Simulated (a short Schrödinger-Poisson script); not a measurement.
Stack: MOS inversion layer, Si3N4 on p-type Si(111), at 150 K.

```
layer  material  thickness (nm)  Na (cm⁻³)
-----  --------  --------------  ---------
1         Si3N4             5.8          -
2            Si             680       4e17
```

The device is made up for the run: typed textbook-type constants, with dimensions and the other settings drawn at random. Si3N4: permittivity 7.5, conduction-band edge (eV) 1.95, gap (eV) 5.1, electron mass (mₑ) 0.5. Si: permittivity 11.7, conduction-band edge (eV) 0, gap (eV) 1.124, Nv at 300 K (cm⁻³) 3.1e19.

Channel valleys (confinement mass, in-plane density-of-states mass, number): Δ6 0.258, 0.358, 6. At the gate the conduction-band edge of layer 1 lies 1.97 eV − eVg above the Fermi level of the channel; the field vanishes at the back. Gaps are held at their typed values at every temperature. Mesh 0.03 nm at interfaces.

Solved with a short Schrödinger-Poisson script written for these runs: 1D Poisson equation in equilibrium, electrons quantum, Hartree (BenDaniel-Duke, 12 states a valley, the channel's in-plane mass for all, wave functions ending at the dielectric), parabolic valleys, classical holes, full ionisation, no traps, pinning or gate leakage.

At Vg = 1.8 V the centroid of the electrons lies 1.91 nm from the interface.

Question: Estimate the gate capacitance as the dielectric in series with that distance, and compare.

Answer: The dielectric alone has 1.14 μF/cm²; in series with 1.91 nm of the channel's permittivity, 0.945 μF/cm²; the run gives 0.991 μF/cm². The estimate leaves out the density-of-states capacitance and the centroid's move with voltage.
